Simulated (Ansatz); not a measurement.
The parent structure is WS$_{2}$ in the 2H-MoS2 type structure (space group P6_3/mmc, No. 194; a = 3.1148 Å, c = 11.7731 Å; layered, stacked along the Cartesian z axis).

The values are results of PBEsol-D3(BJ)/PAW in Ansatz (a quantum-chemistry and plane-wave program), no SOC, not measurements.

Base values:

| Property | Value |
|---|---|
| Shortest interatomic distance | 2.389 Å |
| Band gap | 0.65 eV |

Modification: cell and atoms relaxed at a pressure of 1.8 GPa.

Q: Predict the new shortest interatomic distance and band gap.

A: The shortest interatomic distance drops by 0.005 Å to 2.384 Å; the band gap falls by 0.10 eV, from 0.65 eV to 0.55 eV.

Spin-orbit coupling, missing from the scalar runs, can matter with W. Load acts through the strain it causes; cell and atoms are relaxed under it. Stability against distortions was not tested.
